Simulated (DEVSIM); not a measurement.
System: abrupt Si n-p junction, at 300 K.

Layer 1 from the left is Si, thickness (μm) 12.0, Nd (cm⁻³) 7.2e15, τn (s) 2.6e-6, τp (s) 2.6e-6. Layer 2 from the left is Si, thickness (μm) 61.0, Na (cm⁻³) 2.1e15, τn (s) 2.6e-6, τp (s) 2.6e-6.

Left contact: ohmic. Right contact: ohmic. Voltage is applied to the left contact. Recombination: SRH at mid-gap, radiative, Auger. Mobility is μmin + (μ − μmin)/(1 + (N/Nref)^α).

Constants are typed, rounded textbook-type inputs, not results; the design itself was drawn at random and stands for no fabricated device. Values at 300 K.

Si: gap (eV) 1.124, affinity (eV) 4.05, permittivity 11.7, Nc (cm⁻³) 2.86e19, Nv (cm⁻³) 3.1e19, μn (cm²/Vs) 1417, μp (cm²/Vs) 470, μn,min 52, μp,min 45, Nref,n 9.7e16, Nref,p 2.2e17, αn 0.68, αp 0.72, B (cm³/s) 4.7e-15, Cn (cm⁶/s) 2.8e-31, Cp (cm⁶/s) 9.9e-32.

Estimate by hand the built-in potential, the peak field at zero bias, the capacitance at 3 V, and compare with a numerical solution.


- Built-in potential: ni = √(Nc Nv) exp(−Eg/2kT) = 1.08e10 cm⁻³ with Eg = 1.124 eV; Vbi = kT/q ln(Na Nd/ni²) = 0.662 V; numerical 0.662 V.
- Peak field at zero bias: depletion approximation: W = √(2εVbi/(qN)) = 0.725 μm with N = 1.63e15 cm⁻³; field = 2Vbi/W = 18200 V/cm; numerical 17500 V/cm (estimate above by 4.1 %).
- Capacitance at 3 V: C = √(qεN / 2(Vbi + |V|)) = 6.07 nF/cm²; numerical 6.11 nF/cm² (estimate below by 0.72 %).

Simulated with DEVSIM: 1D drift-diffusion, Boltzmann statistics, complete ionisation; no tunnelling, impact ionisation, image-force lowering or self-heating.
